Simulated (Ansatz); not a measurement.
Relaxation of the outer planes of the (100) surface of rock-salt PbTe in its 1x1 cell (cut with top plane Pb + Te, bottom plane Pb + Te), outermost plane spacing 3.29 Å in the ideal cut.

Method: PBE (plane waves to 420 eV, PAW; Ansatz, a program for electronic structure).

Slab: 14 atoms, Pb7Te7, 19.7 Å thick at the start; k 6x6x1, smearing 0.025 eV, dipole-corrected; all atoms relaxed; start symmetry kept, larger cells not searched; no spin, no spin-orbit, no U.

```tsv
plane	atoms	bulk spacing to the next (Å)	relaxed spacing (Å)	change (%)	rumpling (Å)
1	Pb + Te	3.286	3.118	-5.1	0.21 (Te outermost)
2	Pb + Te	3.286	3.393	3.3	0.14 (Pb outermost)
```
